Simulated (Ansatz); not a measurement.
Troubleshooting Ansatz (a first-principles code): a failed run on MnHgO₃ (Pm-3m, 5 atoms in the cell). The aim is a self-consistent single point with DFT, PBEsol, plane waves, default PAW files made with PBE.

Cell that was meant: a = 3.8865 Å, b = 3.8865 Å, c = 3.8865 Å, α = 90.00°, β = 90.00°, γ = 90.00°.

Part of the input:

```yaml
  occupations:
    method: fermi_dirac
    width: 0.136
  max_iter: 3
output:
  forces: true
  eigenvalues: true
```

The program printed (abridged):

```
SCF iter   1: F=—  HF=-19216.065238 eV  |F-HF|=—  |Δ(HF+E_count)|=         —  Δρ=6.03e-2 (↑4.31e-2 ↓6.03e-2)  dr2=3.25e0  dr2_m=4.97e-1  M=3.093 μB ∫|m|=3.337 μB  β_m=0.30  ethr=3.10e-3  ⟨swp⟩=4.2  Hψ=21934  notcnv=0
Mixer restart at iter 1: flushing history
all-band conjugate gradients solve this SCF's bands
preconditioner: auto → Kerker (q_TF=auto, 2.682 Å⁻¹)
spin=Collinear: Kerker preconditioning applied to the charge; magnetization (m = ρ↑ − ρ↓) channel mixes plain (no charge-response kernel on spin).
SCF iter   2: F=—  HF=-19216.018211 eV  |F-HF|=—  |Δ(HF+E_count)|=   4.70e-2  Δρ=3.73e-2 (↑3.18e-2 ↓3.73e-2)  dr2=7.88e-1  dr2_m=3.80e-1  M=3.030 μB ∫|m|=3.267 μB  β_m=0.49  ethr=3.10e-3  ⟨swp⟩=4.1  Hψ=16379  notcnv=0
SCF iter   3: F=—  HF=-19215.910719 eV  |F-HF|=—  |Δ(HF+E_count)|=   1.07e-1  Δρ=1.53e-2 (↑9.39e-3 ↓1.53e-2)  dr2=2.76e-1  dr2_m=3.42e-2  M=3.046 μB ∫|m|=3.278 μB  β_m=0.55  ethr=1.49e-3  ⟨swp⟩=4.4  Hψ=16707  notcnv=0
Error: did not converge after 3 iterations: dr2 = 2.76e-1 (threshold 1.00e-7), under the density mixer `msr1`, which `scf.mixing.algorithm: auto` chose by the deck's other keys (type `scf.mixing.algorithm: msr1` to keep it); raise `scf.max_iter`, which need not help a stalled SCF, or adjust the mixing (`scf.mixing`) or, under a smearing, its width (`scf.occupations.width`, in either direction: another width is another result); this SCF holds its density and magnetisation to the symmetry operations that it keeps, and cannot end on a state that breaks one of them: if the state sought breaks one, re-run with `crystal.symmetry.detect: false`, without `crystal.symmetry.time_reversal: [...]
```

**Question.** What caused this, and what should be changed?

**Answer.** The fault is an iteration limit that is too low. The loop is cut before its threshold is met, so whatever is printed at the end is not self-consistent. To fix it, raise the limit, or leave it to the default. The run ended unconverged after 3 iterations.

An input that runs soundly differs in these lines (not the only fix; some lines may just follow from the change or write a value another way):
```diff
-  max_iter: 3
```

With that input, the run converged in 12 iterations: free energy E − TS (on the zero of these files) -19215.9014 eV; Fermi level (on the code's own zero) 10.99 eV; pressure -16.07 GPa; size of the cell's spin moment 3.01 μB (DFT, PBEsol, plane waves, default PAW files made with PBE).

On the sound input: the starting cell comes from a database of computed structures (which also holds hypothetical and non-ambient phases and stackings), without a prior relaxation at this level. With one magnetic atom in the cell only a parallel order is possible. With a pressure of about -16 GPa the cell is away from its equilibrium volume at this level. Ansatz's pressure includes its estimate of the finite-basis (Pulay) stress. Without the estimate this run gives -16.76 GPa.

Keys are those of Ansatz 0.2.
